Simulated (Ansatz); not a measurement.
A (8,0) blue phosphorus nanotube, stretched and compressed along its axis from its relaxed period of 5.627 Å, atoms relaxed at each length.

Method: PBE (plane waves to 420 eV, PAW; Ansatz, a first-principles code). Mesh 1×1×6. No spin polarisation. It repeats along c; a and b span vacuum. A hypothetical model, rolled from the flat sheet. Symmetry and one short period hold its shape; lower forms weren't sought. Buckling under compression is shut out by symmetry and the short period. Energies are free energies at a Fermi–Dirac width of 0.02 eV, from the unstrained cell.

```
strain (%)  energy (meV a period)  axial force (nN)  PBE gap (eV)
----------  ---------------------  ----------------  ------------
-3.0                         +306             -5.91          1.30
-1.5                          ___               ___           ___
0.0                             0             -0.04          1.37
+1.5                          +68             +2.59          1.40
+3.0                          ___               ___           ___
+6.0                        +1025             +9.20          1.10
```

Complete the blanks.


- -1.5, energy (meV a period): +76
- -1.5, axial force (nN): -2.86
- -1.5, PBE gap (eV): 1.34
- +3.0, energy (meV a period): +269
- +3.0, axial force (nN): +5.01
- +3.0, PBE gap (eV): 1.31
